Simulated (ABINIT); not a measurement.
A self-consistent single point of CuI (F-43m, 2 atoms in the cell) with ABINIT.

Computed with LDA (PW92), PAW (JTH v2.0 LDA PAW) (plane waves; ABINIT 10.0.3).

The change in words: lattice scaled by 0.97. Reference geometry:
```
CuI
1.0
    0.00000     3.08731     3.08731
    3.08731     0.00000     3.08731
    3.08731     3.08731     0.00000
Cu I
1 1
Direct
  0.00000   0.00000   0.00000
  0.25000   0.25000   0.25000
```

Reference input (self-consistent single point, DFT, LDA (PW92), plane waves, PAW (JTH v2.0 LDA PAW)): pseudos = [Cu.LDA_PW-JTH.xml, I.LDA_PW-JTH.xml]; ecut = 60 Ry; pawecutdg = 120 Ry; pawxcdev = 0; ixc = 7; occopt = 3; tsmear = 0.00073499 Ha; ngkpt = 6 6 6; nshiftk = 1; shiftk = 0 0 0; potentials = JTH v2.0 LDA PAW; nband = 18. This run's input differs from it in these lines:

```diff
@@ -3,7 +3,7 @@
 pseudos "Cu.LDA_PW-JTH.xml, I.LDA_PW-JTH.xml"
-acell 4.3661227443 4.3661227443 4.3661227443 Angstrom
+acell 4.2351396984 4.2351396984 4.2351396984 Angstrom
 rprim
-        -0.0000000000    0.7071067812    0.7071067812
-         0.7071067812   -0.0000000000    0.7071067812
-         0.7071067812    0.7071067812   -0.0000000000
+         0.0000000000    0.7071067812    0.7071067812
+         0.7071067812    0.0000000000    0.7071067812
+         0.7071067812    0.7071067812    0.0000000000
 natom 2
```

The program printed (abridged):

```
--- !BeginCycle
solver: {iscf: 17, nstep: 50, nline: 4, wfoptalg: 10, }
tolerances: {tolvrs: 1.00E-11, }
...

     iter   Etot(hartree)      deltaE(h)  residm     nres2
 ETOT  1  -205.91727146364    -2.059E+02 4.546E+01 1.950E+01
 ETOT  2  -210.04705017080    -4.130E+00 1.065E-01 1.356E+02
 ETOT  3  -209.91922349190     1.278E-01 4.460E-02 7.587E+00
 ETOT  4  -209.90320434417     1.602E-02 1.974E-02 3.521E+00
 ETOT  5  -209.89420036799     9.004E-03 8.087E-04 1.001E+00
   [... 9 lines left out ...]
 ETOT 15  -209.89128159541     4.235E-12 2.466E-07 3.221E-10
 ETOT 16  -209.89128159541     3.723E-12 2.131E-07 6.101E-11
 ETOT 17  -209.89128159541    -2.899E-12 5.902E-08 1.938E-11
 ETOT 18  -209.89128159541     1.023E-12 5.137E-08 2.724E-12
 At SCF step   18       nres2   =  2.72E-12 < tolvrs=  1.00E-11 =>converged.

 Cartesian components of stress tensor (hartree/bohr^3)
  sigma(1 1)=  9.16834716E-05  sigma(3 2)=  0.00000000E+00
  sigma(2 2)=  9.16834716E-05  sigma(3 1)=  0.00000000E+00
  sigma(3 3)=  9.16834716E-05  sigma(2 1)=  0.00000000E+00

 ----iterations are completed or convergence reached----

 reduced coordinates (array xred) for    2 atoms
       0.000000000000      0.000000000000      0.000000000000
       0.250000000000      0.250000000000      0.250000000000
 cartesian forces (eV/Angstrom) at end:
    1     -0.00000000000000    -0.00000000000000    -0.00000000000000
    2     -0.00000000000000    -0.00000000000000    -0.00000000000000
 frms,max,avg= 0.0000000E+00 0.0000000E+00   0.000E+00  0.000E+00  0.000E+00 e/A
   [... lines left out ...]
 Fermi (or HOMO) energy (hartree) =  -0.03201   Average Vxc (hartree)=  -0.34310
 Fermi (or HOMO) energy (eV) =  -0.87115   Average Vxc (eV)=  -9.33615
   [... lines left out ...]
'-kT*entropy'       : -3.67424767654581E-15
total_energy        : -2.09891281715878E+02
total_energy_eV     : -5.71143223563815E+03
...

-Cartesian components of stress tensor (GPa)         [Pressure= -2.6974E+00 GPa]
- sigma(1 1)=  2.69742041E+00  sigma(3 2)=  0.00000000E+00
- sigma(2 2)=  2.69742041E+00  sigma(3 1)=  0.00000000E+00
- sigma(3 3)=  2.69742041E+00  sigma(2 1)=  0.00000000E+00

 Calculation completed.
```

The run converged in 18 iterations. Against the reference run the free energy drops by 67.5 meV/atom, the pressure goes from -5.67 to -2.70 GPa and the gap on the mesh goes from 0.802 to 1.026 eV.

The starting cell has typed, rounded lattice constants, without a prior relaxation at this level. Its lattice was rescaled by a random factor within 2.5 % of one. For this run, on top of that: lattice scaled by 0.97. Spin-orbit coupling is off.
